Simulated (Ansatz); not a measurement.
Structures of equal composition on the (100) surface of rock-salt TiC: N on all C sites of the second plane; N on all C sites of the top plane. The slabs share one bottom face, and each structure is named by its start. These are constructed structures in small cells; real faces may alloy, dewet or reconstruct in larger ones, and not all known structures of the face are among them. Slabs of about 13 Å, Fermi-Dirac smearing of 0.1 eV. Bottom of the slabs: a bare face, its two planes held. Relaxed from the named starts with such symmetry as they have, on meshes of like density; energies extrapolated to zero smearing; spin only where a row says so; no spin-orbit coupling, no U. Brackets mark spin-polarised runs, whose order is one that fits the cell.

These are PBE (plane waves to 420 eV, PAW; Ansatz, an electronic-structure program) values and carry that method's errors.

Problem. Rank these by energy per 1x1 cell (lowest first), as PBE gives it.

Solution. N on all C sites of the top plane (0.000 eV), N on all C sites of the second plane (0.198 eV)
